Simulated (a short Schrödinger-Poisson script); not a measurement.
Stack: gated Al0.4Ga0.6As/GaAs modulation-doped gas, at 300 K.

```csv
layer,material,thickness (nm),Nd (cm⁻³),Na (cm⁻³)
1,Al0.4Ga0.6As,15,-,-
2,Al0.4Ga0.6As,20,5.1e17,-
3,Al0.4Ga0.6As,40,-,-
4,GaAs,6000,-,8e14
```

The device is made up for the run: typed textbook-type constants, with dimensions and the other settings drawn at random. Al0.4Ga0.6As: permittivity 11.76, conduction-band edge (eV) 0.316, gap (eV) 1.923, electron mass (mₑ) 0.1002, Nv at 300 K (cm⁻³) 9e18. GaAs: permittivity 12.9, conduction-band edge (eV) 0, gap (eV) 1.424, Nv at 300 K (cm⁻³) 9e18.

Channel valleys (confinement mass, in-plane density-of-states mass, number): Γ 0.067, 0.067, 1. At the gate the conduction-band edge of layer 1 lies 1.07 eV − eVg above the Fermi level of the channel; the field vanishes at the back. Donor level 0.05 eV below the band edge. The barrier under the gate holds no holes. Gaps are held at their typed values at every temperature. Mesh 0.08 nm at interfaces.

From a short Schrödinger-Poisson script (our own, NumPy): 1D Poisson equation in equilibrium, electrons quantum, Hartree (BenDaniel-Duke, 40 states a valley, the channel's in-plane mass for all, wave functions free to enter the barrier), parabolic valleys, classical holes, donors ionised by Fermi statistics, acceptors fully, no traps, pinning or gate leakage.

The same stack at other levels of the model or other numerical settings:

| run | sheet density of all electrons at Vg = 0.5 V (cm⁻²) | capacitance at Vg = 0.5 V (μF/cm²) | centroid of the channel electrons at Vg = 0.5 V (nm) | rough cost against the base |
|---|---|---|---|---|
| base | 5.58e10 | 0.0931 | 17.68 | about 1 |
| electrons treated as classical, Boltzmann | 5.93e10 | 0.0966 | 15.04 | 0.03 |
| electrons treated as classical, Fermi-Dirac | 5.91e10 | 0.0960 | 15.16 | 0.1 |
| electrons treated as quantum, Hartree plus LDA exchange-correlation | 5.77e10 | 0.0949 | 17.26 | about 1 |
| mesh six times as coarse | 5.60e10 | 0.0931 | 18.04 | 0.2 |
| one subband a valley | 4.50e10 | 0.0895 | 9.06 | 0.2 |

The classical rows ignore confinement, and Boltzmann statistics overrate the density once the band edge passes the Fermi level.
